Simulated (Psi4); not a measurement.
Psi4 1.11, PBE/def2-svp: C[Si](C)(O)O[Si](O)(O)O, 19 atoms. The geometry is a generated start, not checked to be a minimum at this level.

```json
{
 "task": "energy",
 "method": "pbe",
 "basis": "def2-svp",
 "memory": "3 GB",
 "maxiter": "100",
 "keys_of_the_molecule_block": "symmetry c1",
 "scf_type": "df (default)",
 "guess": "auto, which took SAD (default)",
 "scf_initial_accelerator": "adiis (default)",
 "e_convergence": "1e-06 (default)",
 "d_convergence": "1e-06 (default)",
 "dft_radial_points": "75 (default)",
 "dft_spherical_points": "302 (default)",
 "basis_functions": "184",
 "grid_points": "401581"
}
```

```xyz
19

Si     1.8859    -0.3866    -0.4032
O      2.1496    -1.9690    -0.1813
O      2.8147     0.0988    -1.6432
O      2.2554     0.3440     1.0077
O      0.3499    -0.0204    -0.7280
Si    -0.9314     0.4370     0.2007
C     -1.5828    -1.0921     1.1250
C     -2.1955     1.2075    -0.9780
O     -0.4174     1.5783     1.2462
H      2.0064    -2.5626    -0.9124
H      2.6686     0.9461    -2.0529
H      3.0136     0.0310     1.4937
H     -1.9558    -1.8511     0.4448
H     -0.7905    -1.5444     1.7162
H     -2.3905    -0.8282     1.7996
H     -1.7819     2.0553    -1.5137
H     -3.0537     1.5576    -0.4162
H     -2.5480     0.4889    -1.7094
H      0.5033     1.5101     1.5042
```

One run each on 2 threads. Values of diis_max_vecs tried: 3, 6, 10 (default), 20.

Question: Which value of diis_max_vecs needs the fewest SCF iterations, and what happens away from it?

Answer: Fewest SCF iterations, within one of each other: 6 with 10, 10 (default) with 10, 20 with 10. The count rises to 16 at 3. All converge to one solution.

```csv
diis_max_vecs,SCF iterations,end
3,16,same solution
6,10,same solution
10 (default),10,same solution
20,10,same solution
```
